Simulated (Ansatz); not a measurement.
Density of states of LiMg2 (I4/mmm) near the Fermi level, PBEsol, rigid bands run with Ansatz (an electronic-structure program).

```
E − E_F (eV)  states/eV/cell
------------  --------------
-1.92                   0.87
-1.82                   0.89
-1.72                   0.97
-1.62                   1.02
-1.52                   1.06
-1.42                   1.10
-1.32                   1.14
-1.22                   1.18
-1.12                   1.22
-1.02                   1.28
-0.92                   1.39
-0.82                   1.39
-0.72                   1.36
-0.62                   1.34
-0.52                   1.28
-0.42                   1.22
-0.32                   1.16
-0.22                   1.11
-0.12                   1.05
-0.02                   0.99
0.08                    0.94
0.18                    0.88
0.28                    0.84
0.38                    0.81
0.48                    0.76
0.58                    0.78
0.68                    1.00
0.78                    1.15
0.88                    1.15
0.98                    1.16
1.08                    1.16
1.18                    1.25
1.28                    1.36
1.38                    1.46
1.48                    1.38
1.58                    1.45
1.68                    1.46
1.78                    1.43
1.88                    1.43
```

**Question.** With 3 atoms a cell, what bare Sommerfeld coefficient γ = (π²/3) k_B² N(E_F) follows?

**Answer.** N(E_F) ≈ 0.98 states/eV a cell at 300 K, so γ ≈ 0.77 mJ/(mol of atoms·K²), before electron-phonon enhancement.

**Question.** How far does the Fermi level move in a rigid band for 0.1 electron a cell added or removed?

**Answer.** 105 meV and -99 meV.

A metal at this level (no band gap); rigid bands, thermally averaged at 300 K, both spins. Spin-orbit coupling is left out. Geometry: cell and atoms relaxed with PBEsol.

Computed structure, not matched to a measured one here, so possibly hypothetical: LiMg2 (I4/mmm).
